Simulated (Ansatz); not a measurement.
Results of BLYP in Ansatz (plane waves, PAW) for Be5Au (F-43m, No. 216).

Run with plane-wave cutoff 520 eV, 16×16×16 k mesh, Fermi–Dirac smearing 0.05 eV, scalar-relativistic PAW data made under PBE.

Computed at the level's own relaxed cell.

Task: What does this level give for the equilibrium volume per atom, bulk modulus B0, equilibrium lattice constant a and pressure derivative B′ of the bulk modulus?

Result: 
- equilibrium volume per atom: 9.72 Å³/atom
- bulk modulus B0: 131 GPa
- equilibrium lattice constant a: 6.156 Å
- pressure derivative B′ of the bulk modulus: 4.0

The run finds no gap.

Spin–orbit coupling is not included; it can shift volumes and moduli of such heavy elements.

Static lattice: no zero-point or thermal effects.

The result took very roughly 5 core-minutes.

Ansatz is a quantum-chemistry and plane-wave program.
